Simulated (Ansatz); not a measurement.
This Ansatz (a quantum-chemistry and plane-wave program) input is the reference run, BeTe in the zinc blende structure (space group F-43m, No. 216), computed with Kohn–Sham DFT with the r2SCAN functional, run in Ansatz with PAW and 500 eV plane waves, spin-orbit coupling left out:

Ansatz 0.2 input:
```yaml
crystal:
  lattice:
    - [0, 2.8284056091, 2.8284056091]
    - [2.8284056091, 0, 2.8284056091]
    - [2.8284056091, 2.8284056091, 0]
  atoms:
    - { symbol: Be, position: [0, 0, 0] }
    - { symbol: Te, position: [0.25, 0.25, 0.25] }
basis: { ecutwfc: 500, ecutrho_ratio: 4, xc_grid: 4, fft_grid_basis: typed }
kpoints: { mp_grid: { grid: [10, 10, 10] } }
hamiltonian:
  xc: r2scan
  dispersion: none
  pseudopotentials: { kind: paw }
scf: { occupations: { method: fermi_dirac, width: 0.05 }, convergence: { dr2_threshold: 0.0000000002 } }
output: { forces: true, stress: true }
checkpoint: { write: state.ck, write_every: 1000 }
```

**Question.** Write the input for this change: biaxial strain −2.50 %, plane normal [001], relaxed out of plane (Cartesian); in-plane vectors clamped, the third vector and the atoms free.

**Answer.** 
Ansatz 0.2 input:
```yaml
crystal:
  lattice:
    - [3.899970333, 0, 0]
    - [0, 3.899970333, 0]
    - [1.9499851665, -1.9499851665, 2.8637606792]
  atoms:
    - { symbol: Be, position: [0, 0, 0] }
    - { symbol: Te, position: [0.75, 0.75, 0.5] }
basis: { ecutwfc: 500, ecutrho_ratio: 4, xc_grid: 4, fft_grid_basis: typed }
kpoints: { mp_grid: { grid: [10, 10, 10] } }
hamiltonian:
  xc: r2scan
  dispersion: none
  pseudopotentials: { kind: paw }
scf: { occupations: { method: fermi_dirac, width: 0.05 } }
relax: { f_tol: 0.005, max_steps: 50, cell: { stress_tol: 0.01, fix: [a, b, gamma] } }
output: { forces: true, stress: true }
checkpoint: { write: state.ck, write_every: 1000 }
```
This is the input that was run; other choices of cell and start would serve too.

Stability against distortions was not tested.
